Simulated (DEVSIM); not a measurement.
Structure: abrupt In0.53Ga0.47As n-p junction, at 250 K.

Layer 1 from the left is In0.53Ga0.47As, thickness (μm) 3.80, Nd (cm⁻³) 2.8e16, τn (s) 2.3e-8, τp (s) 2.3e-8. Layer 2 from the left is In0.53Ga0.47As, thickness (μm) 7.00, Na (cm⁻³) 1.4e14, τn (s) 2.3e-8, τp (s) 2.3e-8.

Left contact: ohmic. Right contact: ohmic. Voltage is applied to the left contact. Recombination: SRH at mid-gap, Auger. Mobility is μmin + (μ − μmin)/(1 + (N/Nref)^α).

The device is made up for the run: typed textbook-type constants, with dimensions and the other settings drawn at random. Values at 300 K; Nc and Nv go as T^1.5, mobilities as T to minus their exponent, the gap by Varshni's rule with the affinity fixed.

In0.53Ga0.47As: gap (eV) 0.74, affinity (eV) 4.51, permittivity 13.9, Nc (cm⁻³) 2.1e17, Nv (cm⁻³) 7.7e18, μn (cm²/Vs) 12000, μp (cm²/Vs) 300, μn,min 300, μp,min 10, Nref,n 1.3e17, Nref,p 4.9e17, αn 0.48, αp 0.4, T exponent of μn 1.6, T exponent of μp 1.6, Cn (cm⁶/s) 5e-29, Cp (cm⁶/s) 5e-29, Varshni α (eV/K) 0.00035, Varshni β (K) 190.

DEVSIM, 1D drift-diffusion, Boltzmann statistics, complete ionisation; no tunnelling, impact ionisation, image-force lowering or self-heating.

Dark forward current:

| |V| (V) | |J| (A/cm²) |
|---|---|
| 0.05 | 1.032e-5 |
| 0.10 | 7.179e-5 |
| 0.15 | 0.0005485 |
| 0.20 | 0.004775 |
| 0.25 | 0.04425 |
| 0.30 | 0.4072 |
| 0.35 | 3.216 |
| 0.40 | 17.66 |
| 0.45 | 67.59 |
| 0.50 | 198.4 |
| 0.55 | 464.1 |
| 0.60 | 871.2 |
| 0.65 | 1354 |
| 0.70 | 1831 |
| 0.75 | 2260 |

**Question.** Work out the local ideality factor n = ΔV / (kT/q · ln(J2/J1)) between the rows 0.10 and 0.15 V, 0.20 and 0.25 V, 0.70 and 0.75 V.

**Answer.** kT/q = 21.54 mV. From 0.10 to 0.15 V: ln(0.0005485/7.179e-5) = 2.033, n = 1.14. From 0.20 to 0.25 V: ln(0.04425/0.004775) = 2.226, n = 1.04, near the 1 of diffusion or emission over a barrier. From 0.70 to 0.75 V: ln(2260/1831) = 0.211, n = 11.03.

**Question.** Estimate the current at 0.25 V from the Shockley equation with J0 = Σ q ni² D/(N L) coth(W/L), τ joining the SRH, radiative and Auger lifetimes that are on, and W taken as the whole layer.

**Answer.** ni² = 5.72e20 cm⁻⁶; holes in the n layer: μ = 308 cm²/Vs, D = 6.63 cm²/s, τ = 2.30e-8 s, L = 3.90 μm, W/L = 0.97, term 7.41e-11 A/cm²; electrons in the p layer: μ = 15500 cm²/Vs, D = 334 cm²/s, τ = 2.30e-8 s, L = 27.7 μm, W/L = 0.25, term 3.19e-7 A/cm². J0 = 3.19e-7 A/cm², and J = J0 exp(qV/kT) = 0.0350 A/cm². The simulation gives 0.0442 A/cm²; the estimate lies 21 % below. The estimate leaves out recombination in the depletion region and that region's share of W.
